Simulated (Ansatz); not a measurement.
**Worked example: self-consistent single point of NaI (Fm-3m, 2 atoms in the cell) in Ansatz (a first-principles code)**

Method of the run: LDA (PW92), default PAW files made with PBE (plane waves; Ansatz).

This input was run:

Ansatz 0.2 input:
```yaml
# NaI
crystal:
  lattice:
    - [0.000000, 3.244705, 3.244705]
    - [3.244705, 0.000000, 3.244705]
    - [3.244705, 3.244705, 0.000000]
  atoms:
    - { symbol: Na, position: [0.000000, 0.000000, 0.000000] }
    - { symbol: I, position: [0.500000, 0.500000, 0.500000] }
basis:
  ecutwfc: 420.0
kpoints:
  mp_grid: { grid: [7, 7, 7] }
hamiltonian:
  xc: lda
  pseudopotentials: { kind: paw }
scf:
  occupations: { method: fermi_dirac, width: 0.01 }
output:
  forces: true
  eigenvalues: true
  stress: true
```

Output, abridged:

```
WARN ansatz: RAYON_NUM_THREADS=1 ignored (pool sized by the plan → 1); use --threads N
Pseudopotentials: kind: paw
Pseudopotential: Na, paw, valence charge 9
Pseudopotential: I, paw, valence charge 17
Crystal: 2 atoms, lattice volume = 68.321 Å³
Basis set: ecut = 420 eV, 1363 PW (Γ)
Bands: 17, of which v1, the nominal top of the filled ones, is band 13 counted from 1 (12 counted from 0)
Symmetry: 48 space group operations
Space group: Fm-3m (ITA 225), of the structure as read, at distance tolerance 4.1e-5 Å
k-points: 20 of 343
PAW frozen core: Na, regenerated for the run's functional, and the local potential with it
PAW frozen core: I, regenerated for the run's functional, and the local potential with it
Initial density: superposition of atomic densities (neutral atoms: chi_scale 0, normalization atom), corrected by the library's trained network
Initial wavefunctions: pseudopotential atomic-orbital guess
Eigensolver: davidson
Functional: x = slater, c = lda
SCF iter   1: F=—  HF=-8824.974278 eV  |F-HF|=—  |Δ(HF+E_count)|=         —  Δρ=5.22e-3  dr2=7.52e-3  ethr=1.77e-3  ⟨swp⟩=6.3  Hψ=1847  notcnv=0
all-band conjugate gradients solve this SCF's bands
preconditioner: auto → none
SCF iter   2: F=—  HF=-8824.969376 eV  |F-HF|=—  |Δ(HF+E_count)|=   4.90e-3  Δρ=1.89e-3  dr2=1.63e-3  ethr=2.89e-5  ⟨swp⟩=2.0  Hψ=840  notcnv=0
SCF iter   3: F=—  HF=-8824.969101 eV  |F-HF|=—  |Δ(HF+E_count)|=   2.74e-4  Δρ=6.67e-4  dr2=2.52e-4  ethr=6.27e-6  ⟨swp⟩=3.0  Hψ=722  notcnv=0
SCF iter   4: F=—  HF=-8824.969021 eV  |F-HF|=—  |Δ(HF+E_count)|=   8.08e-5  Δρ=2.03e-4  dr2=1.34e-5  ethr=9.71e-7  ⟨swp⟩=3.0  Hψ=599  notcnv=0
SCF iter   5: F=—  HF=-8824.969023 eV  |F-HF|=—  |Δ(HF+E_count)|=   1.91e-6  Δρ=1.24e-5  dr2=1.39e-7  ethr=5.16e-8  ⟨swp⟩=1.0  Hψ=340  notcnv=0
SCF iter   6: F=-8824.969023 eV  HF=-8824.969023 eV  |F-HF|=4.65e-9  |Δ(HF+E_count)|=   1.73e-8  Δρ=3.27e-6  dr2=6.25e-9  ethr=3.85e-10  ⟨swp⟩=5.8  Hψ=1468  notcnv=0
SCF 1 converged in 6 iterations: F = -8824.969023 eV  dr2 = 6.25e-9
SCF converged after 6 iterations
Free energy (F): -8824.969023 eV
Harris-Foulkes:  -8824.969023 eV  (|F-HF|=4.65e-9)
Internal energy: -8824.969023 eV  (E = F + TS)
E sigma→0 (E₀):  -8824.969023 eV
Fermi energy:    4.366681 eV
--- Per-component energies (eV) ---
  E_band       = -621.591842
  E_kinetic    = 310.389269
  E_local      = -3365.906813  (includes V_loc(G=0)·N_el)
  E_nonlocal   = 31.332383
  E_hartree    = 1521.114306
  E_xc         = -165.403956
  E_vxc        = -178.269838  (∫ρ·V_xc dr)
  E_paw        = -4905.345328  (= ΣΔE_a)
  E_vpaw       = -461.369947  (= ΣTr[D̂ρ^β])
  E_aug_tail   = 0.000038  (compensation charges beyond the density's cutoff)
  E_ewald      = -2252.071027
  E_core_change = 0.922105  (= ΣΔE_core)
  E_smearing   = -0.000000  (= −TS)
  E_closure    = -0.000000  (closes the sum)
  Σ components = -8824.969023   (vs F -8824.969023, Δ=0.00e0)
--- Forces (eV/Å), atoms counted from 1 ---
  atom   1  Na    -0.00000000    -0.00000000     0.00000000
  atom   2  I      0.00000000    -0.00000000     0.00000000
  max |Σ_I F_I| component: 7.08e-29 eV/Å
--- Stress (GPa, compression-positive) ---
       -1.732133       0.000000      -0.000000
        0.000000      -1.732133       0.000000
       -0.000000      -0.000000      -1.732133
  P = ⅓ Tr σ = -1.7321 GPa (-17.321 kbar)
  The stress holds the Pulay correction. Without it, at fixed plane waves, as pw.x and ABINIT print it: P = -1.7502 GPa
--- Band table (eV; the first three rows and the last of 20) ---
  k-point 0: bands = ["-47.2090", "-40.3157", "-40.3157", "-40.3122", "-40.3122", "-40.3122", "-19.7099", "-19.7099", "-19.7099", "-8.4012", "2.7045", "2.7045", "2.7045", "6.0177", "10.5397", "10.5397", "10.5397"]
  k-point 1: bands = ["-47.2089", "-40.3157", "-40.3157", "-40.3121", "-40.3121", "-40.3121", "-19.7109", "-19.7099", "-19.7099", "-8.3474", "2.1071", "2.6475", "2.6475", "6.6837", "10.0770", "10.7094", "10.7094"]
  k-point 2: bands = ["-47.2089", "-40.3157", "-40.3157", "-40.3121", "-40.3121", "-40.3121", "-19.7132", "-19.7101", "-19.7101", "-8.2208", "1.1626", "2.5268", "2.5268", "7.4739", "10.1697", "10.4254", "10.4254"]
  k-point 19: bands = ["-47.2089", "-40.3157", "-40.3157", "-40.3121", "-40.3120", "-40.3119", "-19.7129", "-19.7129", "-19.7113", "-8.0206", "1.1993", "1.2576", "1.9391", "8.2154", "9.5446", "10.4696", "10.8057"]
```

The run converged in 6 iterations.

The starting cell has typed, rounded lattice constants, without a prior relaxation at this level. Its lattice was rescaled by up to half a per cent. Spin-orbit coupling is off. Ansatz's pressure includes its estimate of the finite-basis (Pulay) stress.
